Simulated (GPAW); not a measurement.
Worked example: relaxation of cell and atoms of TlCl (Pm-3m, 2 atoms in the cell) in GPAW.

Computed with PBE, GPAW PAW datasets PBE (gpaw-data 1.0.1) (plane waves; GPAW 25.7.0).

```yaml
crystal:
  lattice:
    - [3.84783, 0.00000, 0.00000]
    - [0.00000, 3.84783, 0.00000]
    - [0.00000, 0.00000, 3.84783]
  atoms:
    - { symbol: Tl, position: [0.00000, 0.00000, 0.00000] }
    - { symbol: Cl, position: [0.50000, 0.50000, 0.50000] }
```

Reference input (self-consistent single point, DFT PBE, plane waves, GPAW PAW datasets PBE (gpaw-data 1.0.1)): mode = pw; ecut = 600 eV; xc = PBE; kpts = 6 6 6; mesh shift (steps) = 0 0 0; occupations.name = fermi-dirac; occupations.width = 0 eV; nbands = -8; convergence.forces = 0.001 eV/Å; convergence.bands = -6; symmetry.symmorphic = false; symmetry.tolerance = 0.0005. This run's input differs from it in these lines:

```diff
@@ -1,2 +1,4 @@
 from ase import Atoms
+from ase.filters import FrechetCellFilter
+from ase.optimize import LBFGS
 from ase.units import GPa
@@ -12,3 +14,3 @@
 
-calc = GPAW(mode={'name': 'pw', 'ecut': 600},
+calc = GPAW(mode={'name': 'pw', 'ecut': 840},
             xc='PBE',
@@ -17,3 +19,3 @@
             nbands=-8,
-            convergence={'forces': 0.001, 'bands': -6},
+            convergence={'forces': 0.001, 'density': 1e-05, 'bands': -6},
             symmetry={'symmorphic': False, 'tolerance': 0.0005},
@@ -22,2 +24,10 @@
 atoms.calc = calc
+
+target = FrechetCellFilter(atoms)
+
+opt = LBFGS(target, logfile='-')
+converged = opt.run(fmax=0.05, steps=40)
+print('Relaxation converged:', converged)
+print('Cell:', atoms.cell.cellpar().round(4))
+print(atoms.get_scaled_positions().round(5))
```

Log, with long lists cut:

```
     iter     time        total  log10-change:
                         energy   eigst   dens  force
iter:   1 --:--:--    -6.608382   -0.02
iter:   2 --:--:--    -6.529567   -1.14  -1.31
iter:   3 --:--:--    -6.259800   -1.89  -1.35
iter:   4 --:--:--    -6.252972   -3.11  -1.65
iter:   5 --:--:--    -6.244331   -3.18  -1.73
iter:   6 --:--:--    -6.243823c  -4.37  -2.65
iter:   7 --:--:--    -6.245234c  -4.33  -2.71
iter:   8 --:--:--    -6.243923c  -3.97  -2.60
iter:   9 --:--:--    -6.243925c  -5.22  -3.41
iter:  10 --:--:--    -6.243927c  -6.37  -3.73
iter:  11 --:--:--    -6.243907c  -6.19  -3.69
   [... lines left out ...]
iter:  14 --:--:--    -6.243899c  -7.55c -4.22
iter:  15 --:--:--    -6.243898c  -7.29  -4.29
iter:  16 --:--:--    -6.243898c  -8.02c -4.32
iter:  17 --:--:--    -6.243899c  -8.21c -4.33
iter:  18 --:--:--    -6.243899c  -8.13c -4.41
iter:  19 --:--:--    -6.243899c  -7.39  -4.50
iter:  20 --:--:--    -6.243899c  -7.96c -4.61
iter:  21 --:--:--    -6.243899c  -8.45c -4.70
iter:  22 --:--:--    -6.243899c  -8.95c -4.75
iter:  23 --:--:--    -6.243899c  -9.39c -4.99
iter:  24 --:--:--    -6.243899c  -8.94c -5.00
iter:  25 --:--:--    -6.243899c  -9.76c -5.54c
iter:  26 --:--:--    -6.243899c -10.44c -5.65c -20.14c
Converged after 26 iterations.

Dipole moment: (-0.000004, -0.000004, -0.000004) |e|*Ang

Energy contributions relative to reference atoms: (reference = -562599.929667)

Kinetic:        +12.248599
Potential:      -12.804068
External:        +0.000000
XC:              -5.795842
Entropy (-ST):   +0.000000
Local:           +0.107413
SIC:             +0.000000
--------------------------
Free energy:     -6.243899
Extrapolated:    -6.243899

Showing only first 2 kpts
 Kpt  Band  Eigenvalues  Occupancy
  0     8      1.66819    2.00000
  0     9      1.66819    2.00000
  0    10     10.88265    0.00000
  0    11     10.88265    0.00000

  1     8      1.76816    2.00000
  1     9      1.89142    2.00000
  1    10      8.75543    0.00000
  1    11     10.57545    0.00000

Fermi level: 4.20181

Gap: 2.051 eV
Transition (v -> c):
   [... lines left out ...]
Atomic positions and initial magnetic moments
Free energy:     -6.244952
Fermi level: 4.16617
Gap: 2.060 eV
Atomic positions and initial magnetic moments
Free energy:     -6.249785
Fermi level: 3.84742
Gap: 2.135 eV
   [... lines left out ...]
     0.000000    -0.000255     0.000000
     0.000000     0.000000    -0.000255

Forces in eV/Ang:
  0 Tl    0.00000    0.00000    0.00000
  1 Cl    0.00000    0.00000    0.00000

LBFGS:    2 --:--:--       -6.249785        0.007513
Relaxation converged: True
Cell: [ 3.8924  3.8924  3.8924 90.     90.     90.    ]
[[0.  0.  0. ]
 [0.5 0.5 0.5]]
Energy (eV): -6.249785
Stress (GPa, Voigt): [-0.0408 -0.0408 -0.0408  0.      0.      0.    ]
```

The run converged. GPAW prints stress with tension positive. 

Summary of the result:
```
Item                                                                                                                        Result
-------------------------------------------------------  -------------------------------------------------------------------------
Free energy E − TS (from the program's reference atoms)                                                                 -6.2498 eV
Top of the valence band (on the code's own zero)                                                                           2.78 eV
Gap on the k-point mesh                                                                                                    2.14 eV
Pressure                                                                                                                  0.04 GPa
Final cell                                               a = 3.892 Å, b = 3.892 Å, c = 3.892 Å, α = 90.00°, β = 90.00°, γ = 90.00°
Final volume per atom                                                                                                     29.49 Å³
Relaxation steps                                                                                                                 2
```

The starting cell comes from a database of computed structures (which also holds hypothetical and non-ambient phases and stackings), without a prior relaxation at this level. Its lattice was rescaled by a random factor within 2.5 % of one. Spin-orbit coupling is off. The relaxation keeps the symmetry of its start, so its end need not be a minimum.

Cost on one core of a shared machine: roughly 2 min.
